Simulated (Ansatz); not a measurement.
Base system: TiZnO3 (space group R3c, No. 161; a = 5.071 Å, c = 13.716 Å (hexagonal axes); a cell from a computed database, its experimental status unchecked).

Computed with PBEsol (Ansatz, a first-principles code, PAW, scalar-relativistic without spin-orbit coupling).

Before the change:

```
Item                                          Value
-----------------------------  --------------------
Width of the top valence band               0.58 eV
Valence-band top at Γ          0.00, 0.00, -0.63 eV
Gap character                      indirect, Γ → S₀
Volume per atom                            10.18 Å³
```

Modification: a hydrostatic pressure of 3 GPa.

### Question
How does this affect the width of the top valence band, valence-band top at Γ, gap character and volume per atom?

### Answer
The width of the top valence band stays essentially unchanged (0.58 eV against 0.59 eV); the valence-band top at Γ (three highest levels, from the VBM) changes from 0.00, 0.00, -0.63 eV to 0.00, 0.00, -0.61 eV; the gap character is still indirect, Γ → S₀; the volume per atom decreases by 0.15 Å³, from 10.18 Å³ to 10.03 Å³.

Load acts through the strain it causes; cell and atoms are relaxed under it. No phonon test of stability was made. All final runs are without spin polarisation.
